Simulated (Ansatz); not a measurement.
Data:

```
CELL_PARAMETERS angstrom
      0.00000     2.96364     2.96364
      2.96364     0.00000     2.96364
      2.96364     2.96364     0.00000
ATOMIC_POSITIONS crystal
  V  0.25000 0.25000 0.25000
  V  0.75000 0.75000 0.75000
  V  0.50000 0.50000 0.50000
  Os 0.00000 0.00000 0.00000
```

Method: PBEsol, DFPT electron-phonon coupling, linearised Boltzmann equation (plane waves, PAW, scalar-relativistic; Ansatz, a quantum-chemistry and plane-wave program). Cell: relaxed with this functional, without spin-orbit coupling.

Question: What phonon-limited resistivity does this give at 300 K?

Answer: 6.2 μΩ·cm.

Question: How long is the mean free path there?

Answer: 15.7 nm, weighted by the current that each state carries. Wires not much wider than this gain resistivity from their walls.

A metal at this level (no band gap). Only scattering by harmonic phonons is included (no impurities, grain boundaries, electron-electron scattering or thermal expansion). Spin-orbit coupling is left out, which matters with elements this heavy. Halving the electron mesh (24x24x24) moves the resistivity by up to 2 % at 300 K, the mean free path by up to 6 %. Smearing 0.20 eV; phonons on a 4x4x4 q mesh, which this run doesn't test.

Computed structure, not matched to a measured one here, so possibly hypothetical: V3Os (Fm-3m). Treated as nonmagnetic (a ferromagnetic start lost its moment, other orders weren't tried): V3Os (Fm-3m).
